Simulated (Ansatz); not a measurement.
Base system: LuI₃ in the ReO3 type structure (space group Pm-3m, No. 221; a = 5.844 Å; a hypothetical phase, not in the database extracts checked). Axes: x, y, z lie along the cube axes.

Structures relaxed with DFT with PBEsol, PAW potentials and a 420 eV plane-wave cutoff in Ansatz (a first-principles code), no spin-orbit coupling.

Base:

Simulated powder pattern, Cu Kα1, λ = 1.54056 Å (kinematic, ideal powder, no thermal factors, no anomalous dispersion; the 8 strongest lines at most, above 2 %, up to 2θ = 90°):

```tsv
2θ (°)	I/Imax (%)	hkl
15.15	100	(100)
30.57	63	(200)
34.28	56	(210)
43.78	47	(220)
46.59	30	(300)
54.34	17	(222)
65.84	17	(410)
72.24	21	(420)
```

After one change:

Simulated powder pattern, Cu Kα1, λ = 1.54056 Å (kinematic, ideal powder, no thermal factors, no anomalous dispersion; the 8 strongest lines at most, above 2 %, up to 2θ = 90°):

```json
[
 {"2θ (°)": "15.15", "I/Imax (%)": "100"},
 {"2θ (°)": "15.53", "I/Imax (%)": "47"},
 {"2θ (°)": "30.57", "I/Imax (%)": "63"},
 {"2θ (°)": "31.36", "I/Imax (%)": "30"},
 {"2θ (°)": "34.28", "I/Imax (%)": "28"},
 {"2θ (°)": "34.46", "I/Imax (%)": "28"},
 {"2θ (°)": "35.00", "I/Imax (%)": "26"},
 {"2θ (°)": "44.36", "I/Imax (%)": "46"}
]
```

What was done to the base?
A) biaxial strain −1.70 %, plane normal [110], relaxed out of plane
B) uniaxial strain ε_yy = −2.46 %
C) uniaxial strain ε_zz = −2.10 %
D) biaxial strain −2.77 %, plane normal [111], relaxed out of plane

B, uniaxial strain ε_yy = −2.46 %. Its volume per atom is 48.66 Å³ against 49.89 Å³, and its space group is P4/mmm (No. 123).

Stability against distortions was not tested.
